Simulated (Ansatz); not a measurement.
Cell and atoms of amorphous In18Ga18Zn18O72H4:

```xyz
130
Lattice="12.0374 0.2244 -0.4207 0.2244 12.0443 0.1349 -0.4207 0.1349 11.7163" Properties=species:S:1:pos:R:3 pbc="T T T"
In     0.8595     5.7080     5.8488
In     7.8602     5.9322     3.8689
In     8.2520     3.5845    10.1806
In     2.6099     7.4696    11.4628
In     3.4855     7.3102     8.1547
In     6.9965    10.3119     0.9841
In     8.3936     6.2560     0.4216
In     4.7740     4.3865     1.1471
In    11.2173     2.0228     9.9762
In     7.0970     0.4242     9.2340
In     9.2823     2.4000     4.5326
In     4.3097    11.1213     7.3602
In     7.0483     6.9444     6.8414
In     1.4777     4.0234     0.4766
In    10.2122     4.7777     7.2913
In    10.6407     9.8606     1.5689
In     5.9577     8.8335     9.8625
In     2.2802    11.4059     4.7093
Ga    11.6888     7.1722     0.0585
Ga    11.6338     1.5644     6.7355
Ga     3.7581     9.9309     1.9144
Ga     2.6568     6.0607     3.0785
Ga     4.2202     4.7943     6.8679
Ga     3.0539     2.3891     3.3503
Ga     6.9702     3.4551     7.0984
Ga    10.9741    11.1845     4.7627
Ga    10.3074    11.0913     8.0452
Ga     5.9770     7.6578     1.6222
Ga     1.2596    10.3400     0.1376
Ga    10.7589     3.7852     1.4040
Ga     9.4931     0.4386     0.5032
Ga     2.6636     2.1361     6.5728
Ga     7.8230     2.8335     1.7496
Ga     7.6036    12.2089     6.3383
Ga    10.3273     8.2807     6.2575
Ga     9.2729     8.1046     9.2668
Zn     0.6953     0.7106     1.5234
Zn     1.5477     3.9353     8.7027
Zn     5.5153    11.7925     3.7872
Zn     0.3110     6.8395     9.0043
Zn     5.5292     5.7224     9.9422
Zn     5.2435     1.0506     0.9651
Zn     2.1586     1.2148    10.2187
Zn     6.0421     2.7873     4.4356
Zn     1.1726     8.7519     3.2354
Zn     8.4435    11.7314     3.3665
Zn     7.1871     9.1228     4.6510
Zn     1.1155     9.0228     6.3666
Zn     4.6825     2.8754     9.6353
Zn     4.0685     8.6574     4.9403
Zn     2.2964     9.8734     9.1065
Zn    11.1946     6.3520     2.9292
Zn     4.3232    11.4484    10.5813
Zn     0.3993     2.1082     4.3303
O      9.8672    10.3284     3.4571
O      3.0278    11.6784     9.0955
O     10.0995     3.6761     9.1941
O      4.7927    11.0401     0.8220
O      4.0863     1.4025    10.7595
O     11.7335     8.0018     1.8378
O     10.0340     9.8137     9.3294
O      8.9990    10.7388     0.5723
O      3.6037     3.2658     7.8107
O      0.5862     6.7942    10.9632
O      7.5097     8.0524     8.6738
O     11.3520     9.6008    11.3733
O      7.1085     8.2123     0.1329
O      5.2854     6.0058     7.9098
O      0.2244     5.1423     7.8221
O      4.4218     9.2819     8.4408
O      7.4033     2.0715     5.8727
O     10.8786     3.2637     3.2277
O      5.7578     8.1468     5.6400
O      9.3458     6.2329     2.2924
O      7.3563     5.4537    10.3738
O      5.6000     4.0386     5.9041
O      8.5794     8.1157     5.7328
O     10.6955     5.4442     4.9343
O      0.5990    10.1036     4.5784
O      8.9353     1.3683     2.0257
O      6.2596    10.9259    10.4555
O      2.9371     6.0457     6.3820
O      7.7191     3.4692     3.5143
O      1.8954    10.1312     1.8964
O      8.6936     1.4010    10.5553
O      4.1710     4.9185     3.3947
O      6.1775     2.7800     0.9822
O      1.1228     2.9696    10.3851
O     11.3927    11.8443     1.1604
O     -0.0354     0.4756     5.5096
O      1.1731     2.1647     7.6836
O      6.6576     2.7320     8.8654
O     11.1948     0.5477     8.2560
O      0.7011     0.2742    11.2787
O      3.2680     0.5367     5.9141
O      2.1823     9.5119    10.9945
O      9.2165     0.3478     4.9100
O      1.0256     5.4650     3.7670
O     10.8816    10.1779     6.4674
O      4.2151     8.1812     1.3975
O      8.0884     4.9701     7.1809
O      2.8287     5.7041     1.1722
O      2.7371     7.7621     3.8013
O      6.7306     8.9612     2.7177
O      9.0295     3.8542     0.6549
O     10.4292     2.9047     6.2323
O      4.0463    10.4920     3.6972
O      9.5657     7.3800    10.9880
O      2.4852     5.6387     9.2782
O      4.2626     4.4554    10.7200
O     11.7591     5.3098     0.8066
O      6.3863     5.8527     1.5425
O      8.6681    11.8974     7.8414
O      1.6966     0.9918     3.1623
O      4.7586     1.6856     3.5442
O      6.9826    11.1278     4.9531
O     11.9188     7.8329     5.3915
O      2.9165     9.8494     6.1518
O      3.0503     3.0283     1.5974
O     10.3503     7.2639     7.9257
O      4.3856     7.3564    10.2692
O      2.1509     3.0018     4.9471
O      6.8050    12.0132     2.2609
O      1.5267     8.2944     8.2412
O      6.0926    12.1746     7.6020
O     11.8718     2.6278     0.3973
H      3.1634     5.2181     9.9151
H     10.7530     4.5667     4.4807
H      4.8278     5.2967     4.0120
H     10.7717     9.7715    10.4878
```

Computed with PBE, scalar-relativistic without spin-orbit coupling (plane waves to 420 eV, PAW; Ansatz, a quantum-chemistry and plane-wave program). The usual formal charges leave 4 electrons over, so the level spacing at the Fermi energy parts defect or band states and needn't be the band gap.

It comes from a melt-quench run on a machine-learned potential (CHGNet), relaxed afterwards by DFT. O atoms were pushed apart under 1.9 Å during the dynamics, to hinder bonds among them. The hot cell started wider than the set density and was brought back towards it in steps. It is the lowest in DFT energy of 4 quenches. It is a model cell: composition and starting density were chosen by hand, and all elements were melted together. No dispersion term was used. Its density started from a set value of 5.60 and ended at 5.54 g/cm³. The simulated quench (nominally 280 K/ps over its main leg) is rapid and tends to freeze in more defects than a deposited or slowly cooled glass has. One small periodic cell is one sample of the glass; other quenches scatter about these values. Volume and shape were free in the relaxation. On a 2×2×2 Γ-centred mesh force components of up to 0.16 eV/Å stay, since the relaxation ran on the zone centre alone.

Bonds are counted up to In-In 3.12 Å, In-Ga 2.90 Å, In-Zn 2.90 Å, In-O 2.80 Å, In-H 2.08 Å, Ga-Ga 2.68 Å, Ga-Zn 2.68 Å, Ga-O 2.44 Å, Ga-H 1.84 Å, Zn-Zn 2.68 Å, Zn-O 2.60 Å, Zn-H 1.84 Å, O-O 1.58 Å, O-H 1.16 Å, H-H 0.90 Å. Two cations that share two anions don't count as bonded, nor two that share one unless they lie closer than In-In 3.04 Å, In-Ga 2.82 Å, In-Zn 2.82 Å, Ga-Ga 2.61 Å, Ga-Zn 2.61 Å, Zn-Zn 2.61 Å.

Problem. Give the coordination numbers, mean bond lengths and angles.

Solution. 
* **Mean coordination of In by anions**: 5.33 (1 with 3, 9 with 5, 8 with 6)
* **Mean coordination of Ga by anions**: 4.17 (15 with 4, 3 with 5)
* **Mean coordination of Zn by anions**: 4.28 (13 with 4, 5 with 5)
* **Mean coordination of O**: 3.50 (1 with 2, 34 with 3, 37 with 4)
* **Mean coordination of H**: 1.00 (4 with 1)
* **Mean In-O bond**: 2.233 Å (spread 0.134 Å, 96 counted)
* **Mean Zn-O bond**: 2.053 Å (spread 0.123 Å, 77 counted)
* **Mean Ga-O bond**: 1.907 Å (spread 0.078 Å, 75 counted)
* **Mean O-H bond**: 1.015 Å (spread 0.037 Å, 4 counted)
* **Bond angle at In**: mean 104.5°, spread 28.6°
* **Bond angle at Ga**: mean 108.6°, spread 15.9°
* **Bond angle at Zn**: mean 107.3°, spread 21.9°
* **Bond angle at O**: mean 111.1°, spread 15.5°

Problem. List the pairs of like atoms that count as bonded by the rules above.

Solution. There are none by these rules.
